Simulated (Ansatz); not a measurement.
The (100) surface of fcc Ir, one row in 2 of the top plane missing (bottom of the slab: a bare face, its two planes held)

These are PBE (plane waves to 420 eV, PAW; Ansatz, a program for electronic structure) values and carry that method's errors.

Set-up: 11 atoms, 9.7 Å thick at the start (thin: gaps and levels are the slab's own); mesh 14x7x1; 0.1 eV smearing; dipole correction on; 4 atoms held, the rest relaxed; start symmetry kept, larger cells not searched; no spin, no spin-orbit, no U. It is one candidate, not shown to be the stable structure of the face.

The work function of the top face is 5.04 eV and the energy released by relaxation is 0.38 eV. The cost is very roughly 6 core-minutes.
